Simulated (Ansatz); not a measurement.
**Amorphous Hf$_{18}$O$_{38}$Ge**

The cell was made by melting and quenching with the CHGNet potential and then relaxed with DFT. O atoms were pushed apart under 1.9 Å during the dynamics, to hinder bonds among them. The hot cell started wider than the set density and was brought back towards it in steps. It is the lowest in DFT energy of 2 quenches. It is a model cell: composition and starting density were chosen by hand, and all elements were melted together. No dispersion term was used.

Methods: PBE, scalar-relativistic without spin-orbit coupling (Ansatz, an electronic-structure program); r2SCAN, scalar-relativistic without spin-orbit coupling (Ansatz); HSE06, scalar-relativistic without spin-orbit coupling (Ansatz). Geometry, pressure, stress and energy are those of the PBE run. Its sampling: a 2×2×2 Γ-centred mesh; Fermi-Dirac width 0.02 eV; no spin polarisation. Other functionals are single points at the zone centre (r2SCAN at 500 eV; exact exchange cut at the cell's faces), free to take moments where seeds were set. At PBE the levels at the filled edge of the gap are localised (band-tail or defect states), and the nearest spread-out levels lie 3.8 eV apart at the zone centre.

* **Number of atoms in the cell**: 57
* **Density (volume relaxed, without dispersion)**: 8.34 g/cm³
* **Volume per atom**: 13.59 Å^3
* **Pressure on a 2×2×2 Γ-centred mesh**: 0.2 kbar
* **Largest force and stress component on that mesh (the relaxation ran on the zone centre alone)**: 0.13 eV/Å and 2.1 GPa
* **Level gap on a 2×2×2 Γ-centred mesh (PBE)**: 3.27 eV
* **Level gap at the zone centre (PBE)**: 3.26 eV
* **Level gap at the zone centre (r2SCAN)**: 3.68 eV
* **Level gap at the zone centre (HSE06)**: 4.77 eV

Neighbours within Hf-Hf 3.34 Å, Hf-O 2.80 Å, Hf-Ge 2.99 Å, O-O 1.58 Å, O-Ge 2.23 Å, Ge-Ge 2.81 Å count as bonded. Two cations that share two anions don't count as bonded, nor two that share one unless they lie closer than Hf-Hf 3.25 Å, Hf-Ge 2.91 Å, Ge-Ge 2.57 Å.

```
Property                                                           Value
---------------------------------  -------------------------------------
Mean coordination of Hf by anions   6.06 (2 with 5, 13 with 6, 3 with 7)
Mean coordination of O              3.00 (4 with 2, 30 with 3, 4 with 4)
Mean coordination of Ge by anions                        5.00 (1 with 5)
Mean Hf-O bond                     2.130 Å (spread 0.119 Å, 109 counted)
Mean O-Ge bond                       1.880 Å (spread 0.106 Å, 5 counted)
```

Its density started from a set value of 8.72 g/cm³. Cooling (nominally 300 K/ps over its main leg) ran many orders faster than in experiment, which tends to leave more defects and strain. One small periodic cell is one sample of the glass; other quenches scatter about these values. The volume was free in the relaxation, at fixed shape. Stress components on the final sampling reach 2.1 GPa. On a 2×2×2 Γ-centred mesh force components of up to 0.13 eV/Å stay, since the relaxation ran on the zone centre alone.
